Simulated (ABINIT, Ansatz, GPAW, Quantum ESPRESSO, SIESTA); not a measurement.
## One structure in several programs: Ni (Fm-3m, 1 atom in the cell)

Relaxation of cell and atoms.

```xyz
1
Lattice="0.0000 1.7371 1.7371 1.7371 0.0000 1.7371 1.7371 1.7371 0.0000" Properties=species:S:1:pos:R:3 pbc="T T T"
Ni     0.0000     0.0000     0.0000
```
Moments meant for the start (each program seeds them in its own way; μB, in the order of the atoms Ni): 1.0.

Shared settings, as Ansatz (a quantum-chemistry and plane-wave program) writes them: kpoints.mp_grid.grid = 11 11 11; scf.occupations.method = fermi_dirac; scf.occupations.width = 0.1 eV. Potentials and cutoffs stand in the table.

```json
[
 {"code": "Ansatz", "model": "PBE, default PAW files", "final volume (Å³/atom)": "10.90", "size of the net moment (μB/atom)": "0.59", "cutoff": "420 eV"},
 {"code": "Quantum ESPRESSO", "model": "PBE, SSSP 1.1.2 precision (PBE) pseudopotentials", "final volume (Å³/atom)": "10.89", "size of the net moment (μB/atom)": "0.59", "cutoff": "65 Ry"},
 {"code": "SIESTA", "model": "GGA PBE, numerical atomic orbitals TZP, PseudoDojo PBE standard norm-conserving potentials (rewritten from UPF to PSML)", "final volume (Å³/atom)": "10.75", "size of the net moment (μB/atom)": "0.59", "cutoff": "grid 300 Ry"},
 {"code": "GPAW", "model": "PBE, GPAW PAW datasets PBE (gpaw-data 1.0.1)", "final volume (Å³/atom)": "10.98", "size of the net moment (μB/atom)": "0.59", "cutoff": "850 eV"},
 {"code": "ABINIT", "model": "PBE, PAW (JTH v2.0 PBE PAW)", "final volume (Å³/atom)": "10.95", "size of the net moment (μB/atom)": "0.59", "cutoff": "816 eV"}
]
```

On Ansatz's run: with one magnetic atom in the cell only a parallel order is possible.

The spread over the programs that give each value: final volume within 0.23 Å³/atom; size of the net moment within 0.00 μB/atom.

SIESTA uses small atom-centred bases, whose incompleteness enters pressures, forces and empty levels differently from a plane-wave cutoff. The programs treat the finite-basis stress differently while the cell relaxes: Ansatz adds an estimate of it, ABINIT smooths its cutoff (ecutsm).

The starting cell has typed, rounded lattice constants, without a prior relaxation at this level. Its lattice was rescaled by a random factor within 2.5 % of one.

Keys are those of Ansatz 0.2.
